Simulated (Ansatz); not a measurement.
**Ru: response to strain**

Base system: Ru in the hcp (Mg type) structure (space group P6_3/mmc, No. 194).

```
CELL_PARAMETERS angstrom
      2.70456     0.00000     0.00000
     -1.35228     2.34222     0.00000
      0.00000     0.00000     4.26009
ATOMIC_POSITIONS crystal
  Ru 0.33333 0.66667 0.75000
  Ru 0.66667 0.33333 0.25000
```

Cartesian axes are those of the cell as printed.

Strains are applied to the cell and any free atomic positions relax.

All numbers come from r2SCAN (Ansatz, a quantum-chemistry and plane-wave program), without spin-orbit coupling.

Candidates:
(a) tensor shear ε_xy = −2.88 %
(b) uniaxial strain ε_zz = −4.37 %
(c) uniaxial strain ε_xx = −0.66 %

Notes on the quantities. energy relative to the base: free energy F.

Problem. Order them by energy relative to the base, lowest first.

Solution. (c) uniaxial strain ε_xx = −0.66 % (+1.2 meV/atom), (a) tensor shear ε_xy = −2.88 % (+29 meV/atom), (b) uniaxial strain ε_zz = −4.37 % (+62 meV/atom)

Without a gap, meshes like the base's 20×20×11 leave anisotropic stresses uncertain by several tenths of a GPa, and small strain energies with them. No phonon test of stability was made. The final runs are not spin-polarised.
